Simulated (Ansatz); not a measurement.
# SiC: energy against volume

SiC (wurtzite, P6_3mc, 10.145 Å³/atom and stress up to 0.01 GPa in the relaxed cell, c along z) under hydrostatic pressure, with the cell free. LDA in Ansatz, a plane-wave DFT program (PAW, default set), 420 eV, 12×12×7 Γ-centred mesh, Fermi-Dirac smearing 0.05 eV; ions are relaxed, or left where forces stay under 0.02 eV/Å, within the symmetry of each cell.

Here V stands for volume and E for E less E0.

| volume (Å³/atom) | E less E0 (meV/atom) | pressure (GPa) |
|---|---|---|
| 10.2345 | 0.57 | -2.00 |
| 10.1887 | 0.13 | -0.99 |
| 10.1445 | 0.00 | 0.00 |
| 10.1058 | 0.12 | 0.89 |
| 10.0540 | 0.59 | 2.10 |
| 9.9551 | 2.63 | 4.50 |
| 9.7817 | 9.89 | 9.00 |
| 9.5708 | 25.63 | 15.00 |
| 9.3343 | ? | ? |

Task: Using the third-order Birch-Murnaghan form, a cubic in V^(-2/3), estimate the missing E at V = 9.3343 from the other rows, showing the fit.

Result: With u = V^(-2/3) - 0.2154, the rows have u = -0.0032602, -0.0026249, -0.0020073, -0.0014629, -0.0007287, 0.0006908, 0.0032371, 0.0064373. Least squares gives E = 1.456 + 1444.1·u + 358997·u² + 3555·u³. Residuals (row less fit): 0.006, -0.009, -0.004, 0.008, -0.004, 0.005, -0.003, 0.001; standard error 0.008 (degrees of freedom: 4). Its minimum lies at u = -0.0020114, so V0 = (0.2133886)^(-3/2) = 10.14. There d²E/du² = 718000 and d³E/du³ = 21330, so B0 = (4/9) × 10.14^(-7/3) × 718000 × 0.160218 = 229 GPa (the last factor turns the table's units into GPa), and B0' = 4 + (2/3) × 0.2133886 × (21330)/718000 = 4.0. B0' rests on the cubic coefficient alone and has a standard error of 0.2 from these residuals. At the withheld row, u = 0.0101687, so E = 1.456 + 1444.1 × 0.0101687 + 358997 × 0.0101687² + 3555 × 0.0101687³ = 53.266 meV/atom. The calculation gives 53.21 meV/atom, 0.056 meV/atom below the prediction (0.1 % of the range of E in the table). The row lies outside the fitted rows, so this is an extrapolation. From the scatter of the fitted rows alone, a prediction at this place has a standard error of 0.069 meV/atom, so the miss is 0.8 times that.

Other structures, which can take over under pressure, weren't tried. The same form fitted to the pressure column gives B0' = 3.9; series where the two differ by over 0.4 aren't shown. SiC is here the rare 2H polytype. Rows are the converged runs of the series near zero and its far end, less any whose ions stayed unrelaxed beside relaxed ones; series whose fitted rows scatter by over a few per cent of the range, as at a crossing or softening among them, aren't shown in this form.
